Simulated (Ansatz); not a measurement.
Consider the following.

End structure of a constructed model of the (0001) surface of hcp Ru, a pseudomorphic layer of Al in the host's stacking (bottom of the slab: a bare face, its two planes held):

```xyz
7
Lattice="2.7214 0.0000 0.0000 -1.3607 2.3568 0.0000 0.0000 0.0000 29.5000" Properties=species:S:1:pos:R:3 pbc="T T T"
Ru     1.3607     0.7856     8.2309
Ru     0.0000     1.5712    10.3775
Ru     1.3607     0.7856    12.5130
Ru     0.0000     1.5712    14.6827
Ru     1.3607     0.7856    16.8095
Ru     0.0000     1.5712    18.9429
Al     1.3607     0.7856    21.0894
```

Model: 7-atom slab, 13.0 Å thick at the start with caps and adatoms (thin: gaps and levels are the slab's own), 16x16x1 mesh, Fermi-Dirac 0.1 eV, dipole correction, single point; on the structure that PBE left under its start's symmetry; no spin, no spin-orbit, no U. In PBE it is, or lies within 0.01 eV a 1x1 cell of, the lowest of the 2 structures of its composition computed so far; subsurface sites and larger cells were not tried.

Question: What is the computed work function of the top face (r2SCAN, at the PBE geometry (Ansatz, a program for electronic structure))?

Answer: 4.40 eV
